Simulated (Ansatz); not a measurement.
Base system: BN in the zinc blende structure (space group F-43m, No. 216; a = 3.625 Å).

All numbers come from Kohn–Sham DFT with the PBE functional, run in Ansatz (an electronic-structure program) with PAW and 420 eV plane waves, no spin-orbit coupling.

For the base:

| Property | Value |
|---|---|
| Gap between the host's bands | 4.46 eV |
| Gap character | indirect, Γ → X |

Perturbation: 0.0595 electrons added to each cell, a density of 5.0×10^21 cm⁻³, with a uniform compensating background at fixed cell and a 300 K Fermi–Dirac width.

Task: What happens to the gap between the host's bands, Fermi level from band edge and gap character?

Result: The gap between the host's bands falls by 0.05 eV (4.46 eV → 4.41 eV); the Fermi level relative to the doped band's edge (positive inside the band; to 0.05 eV) comes out as +1.05 eV; the gap character stays indirect, Γ → X.

Charged cell with a jellium background: band edges are those of the host's band count, energies are not comparable with the neutral cell, and many-body gap narrowing is missing. Stability against distortions was not tested.
